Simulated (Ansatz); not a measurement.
Input:

End structure of the (31-43) surface of hcp Sc in its 1x1 cell, outermost plane spacing 0.12 Å in the ideal cut:

```
CELL_PARAMETERS angstrom
      6.14017     0.00000     0.00000
      1.65277    11.09689     0.00000
      0.00000     0.00000    26.50000
ATOMIC_POSITIONS crystal
  Sc 0.19959 0.54340 0.31239
  Sc 0.56013 0.72550 0.31735
  Sc 0.03725 0.81030 0.33946
  Sc 0.32855 0.01944 0.34112
  Sc 0.80582 0.09041 0.36438
  Sc 0.10117 0.30487 0.37055
  Sc 0.57557 0.38064 0.38576
  Sc 0.87343 0.59010 0.39748
  Sc 0.35165 0.65413 0.41620
  Sc 0.65254 0.86829 0.41906
  Sc 0.13358 0.93924 0.44228
  Sc 0.43230 0.14929 0.44581
  Sc 0.90827 0.21863 0.46967
  Sc 0.21085 0.42743 0.47370
  Sc 0.68956 0.49534 0.49722
  Sc 0.98520 0.71294 0.50278
  Sc 0.46391 0.78085 0.52630
  Sc 0.76649 0.98965 0.53033
  Sc 0.24247 0.05899 0.55419
  Sc 0.54119 0.26904 0.55772
  Sc 0.02223 0.33999 0.58094
  Sc 0.32311 0.55415 0.58380
  Sc 0.80134 0.61818 0.60252
  Sc 0.09919 0.82764 0.61424
  Sc 0.57359 0.90341 0.62945
  Sc 0.86895 0.11787 0.63562
  Sc 0.34621 0.18884 0.65888
  Sc 0.63752 0.39797 0.66054
  Sc 0.11463 0.48278 0.68265
  Sc 0.47517 0.66488 0.68761
```

Model: 30-atom slab, 10.3 Å thick at the start (thin: gaps and levels are the slab's own), 6x4x1 mesh, Fermi-Dirac 0.1 eV, dipole correction, single point; on the structure that PBE left under its start's symmetry; no spin, no spin-orbit, no U.

Problem. Estimate the work function of the top face that r2SCAN, at the PBE geometry run with Ansatz (a program for electronic structure) returns for this input.

Solution. 3.25 eV

Problem. Predict the surface energy (mean of both faces) from r2SCAN, at the PBE geometry.

Solution. 1.42 J/m²
